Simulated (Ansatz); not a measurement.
Candidates (primitive cells; geometry: cell and atoms relaxed with PBEsol):
A. ZnSe (F-43m), a = 3.983 Å, b = 3.983 Å, c = 3.983 Å, α = 60.00°, β = 60.00°, γ = 60.00°
B. InP (F-43m), a = b = c = 4.157 Å, α = β = γ = 60.00°
C. MgO (Fm-3m), a = b = c = 2.980 Å, α = β = γ = 60.00°
D. ZnS (F-43m), a = 3.788 Å, b = 3.788 Å, c = 3.788 Å, α = 60.00°, β = 60.00°, γ = 60.00°

Question: Order them by electron conductivity mass (highest first) at the level PBEsol, rigid bands (Ansatz, a quantum-chemistry and plane-wave program).

Answer: C (0.35 mₑ), D (0.179 mₑ), A (0.102 mₑ), B (0.056 mₑ)

Masses are for dilute carriers at 300 K, harmonic means over directions unless an axis is named. Spin-orbit coupling is left out.
